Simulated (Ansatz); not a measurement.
We consider Sn₄Au (Ccce, No. 68; cell taken from a computed entry), described by LDA (Ansatz, a quantum-chemistry and plane-wave program, PAW).

Settings: plane-wave cutoff 500 eV, 10×10×8 k mesh (along the axes of the cell as run), Fermi–Dirac smearing 0.1 eV, scalar-relativistic PAW data made under PBE.

Computed at the level's own relaxed cell.

Q: Estimate the equilibrium volume per atom that the calculation returns.

A: 
- equilibrium volume per atom = 24.23 Å³/atom

The run finds no gap.

Note: the relaxation could not lower the start's symmetry, so the cell can be a saddle point above a distorted one.

Spin–orbit coupling is not included; it can shift volumes and moduli of such heavy elements.

Computed values are for the static lattice.

It cost very roughly 27 core-minutes of CPU time.
